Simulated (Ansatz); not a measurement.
# SnO (model structure, started from the wurtzite type, P6₃mc, No. 186, 4 atoms in the cell): properties by level of theory

```tsv
level (code)	lattice parameter a (Å)	lattice parameter c (Å)
PBE (Ansatz)	3.360	9.231
PBEsol (Ansatz)	3.290	8.495
PBE-D3(BJ) (Ansatz)	3.327	8.316
```

Ansatz's density-functional and Hartree–Fock values are scalar-relativistic unless marked +SOC, with PAW data made under PBE.

A model structure was made by putting elements into a prototype or built by hand; it is no filed structure, need not be a known phase, and can be a saddle point held by its symmetry.

Ansatz is a first-principles code.
